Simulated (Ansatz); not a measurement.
```xyz
2
Lattice="0.0000 2.0341 2.0341 2.0341 0.0000 2.0341 2.0341 2.0341 0.0000" Properties=species:S:1:pos:R:3 pbc="T T T"
Li     0.0000     0.0000     0.0000
F      2.0341     2.0341     2.0341
```

The numbers are results of PBE, rigid bands (plane waves, PAW, scalar-relativistic; Ansatz, a program for electronic structure), not measurements. Condition of this run: functional PBE, cell relaxed with it. How the cell was made: cell and atoms relaxed with PBE.

Task: Predict the hole conductivity mass (n e² τ/σ) at 300 K, by direction if it differs.

Result: 3.7 mₑ.

Task: Predict the electron conductivity mass (n e² τ/σ) at 300 K, by direction if it differs.

Result: 0.88 mₑ.

Task: And the band gap?

Result: 8.83 eV at this level; semilocal functionals usually fall short of the measured gap.

Rigid bands, one relaxation time for all states, no polarons. Spin-orbit coupling is left out.
